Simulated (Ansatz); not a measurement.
End structure of the (211) surface of bcc Na in its 1x1 cell, outermost plane spacing 1.71 Å in the ideal cut:

```
CELL_PARAMETERS angstrom
      3.63731     0.00000     0.00000
      0.00000     5.93970     0.00000
      0.00000     0.00000    26.50000
ATOMIC_POSITIONS crystal
  Na 0.71509 0.50000 0.31067
  Na 0.29585 0.00000 0.36883
  Na 0.00770 0.50000 0.43643
  Na 0.66667 0.00000 0.50000
  Na 0.32563 0.50000 0.56357
  Na 0.03748 0.00000 0.63117
  Na 0.61824 0.50000 0.68933
```

Slab: 7 atoms, 10.3 Å thick at the start (thin: gaps and levels are the slab's own); k 10x7x1, smearing 0.1 eV, dipole-corrected; all atoms relaxed; held to the start's symmetry, so lower structures may exist; no spin, no spin-orbit, no U.

Problem. Give the work function of the top face at the level PBE (Ansatz, an electronic-structure program).

Solution. 2.74 eV

Problem. What is the computed surface energy (mean of both faces) (PBE)?

Solution. 0.23 J/m²
